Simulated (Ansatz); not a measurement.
What uniaxial strain ε_zz = +1.07 % does to Mg2Si

Take Mg₂Si (space group Fm-3m, No. 225; a = 6.3261 Å) as the base. Axes: x, y, z lie along the cube axes.

The change: uniaxial strain ε_zz = +1.07 %, all other strain components held at zero, atoms relaxed at fixed cell.

Method: Ansatz (a quantum-chemistry and plane-wave program), PBEsol, PAW, cutoff 420 eV, no spin-orbit coupling. Settings: 13×13×13 k-points, 0.05 eV Fermi–Dirac smearing.

* **Space group**: I4/mmm (No. 139) (base Fm-3m (No. 225))
* **Shortest interatomic distance**: 2.749 Å (base 2.739 Å)
* **Energy relative to the base (free energy F)**: +0.9 meV/atom
* **Pressure (mean of the normal stresses, compression positive)**: -0.59 GPa (base -0.01 GPa)
* **Band gap**: 0.10 eV (base 0.12 eV)
* **Gap character**: indirect, Γ → X
* **Smallest direct gap**: 1.80 eV (base 1.87 eV)
* **Electron mass**: 0.57 mₑ along k, 0.19 mₑ across (at X) (base 0.58 mₑ along k, 0.18 mₑ across (at X))
* **Valence-band top at Γ (three highest levels, from the VBM)**: 0.00, 0.00, -0.05 eV (base 0.00, 0.00, 0.00 eV)
* **Valley order (the lowest conduction-band minima on the path, energy above the VBM, named in the base's zone)**: X along [100] 0.10 eV; X along [001] 0.14 eV; L along [1-11] 1.22 eV (base X along ⟨100⟩ 0.12 eV; L along ⟨111⟩ 1.28 eV)
* **Stress (xx, yy, zz, yz, xz, xy; compression positive)**: (-0.26, -0.26, -1.25, 0.00, 0.00, 0.00) GPa

Masses are band curvatures over ±0.01 Å⁻¹ around the edge. Along k means along the line from Γ to the band edge. No phonon test of stability was made. The zero or small gap of Mg2Si can change with the level of theory. Labels are those of the standard path for the cell's own space group.
